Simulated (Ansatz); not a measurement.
An Ansatz (a first-principles code) input (Ansatz PBE, no spin-orbit coupling, earlier PAW set):

Ansatz 0.2 input:
```yaml
crystal:
  lattice:
    - [0, 2.7532641912, 2.7532641912]
    - [2.7532641912, 0, 2.7532641912]
    - [2.7532641912, 2.7532641912, 0]
  atoms:
    - { symbol: P, position: [0.75, 0.75, 0.75] }
    - { symbol: Ga, position: [0, 0, 0] }
basis: { ecutwfc: 420, ecutrho_ratio: 4, xc_grid: 2, fft_grid_basis: typed }
kpoints: { mp_grid: { grid: [10, 10, 10] } }
hamiltonian:
  xc: pbe
  dispersion: none
  pseudopotentials: { azcp: { folder: ./paw }, kind: paw }
scf: { occupations: { method: fermi_dirac, width: 0.05 }, convergence: { dr2_threshold: 0.0000000002 } }
output: { forces: true, stress: true }
checkpoint: { write: state.ck, write_every: 1000 }
```

**Question.** Which symmetry and how many k-points will the program report, and about how many plane waves at Γ?

**Answer.** Space group F-43m (ITA 216) with 24 operations, k-points 47 of 1000, and 869 plane waves at Γ.

No phonon test of stability was made. The cell was made from InP by this change: In → Ga.
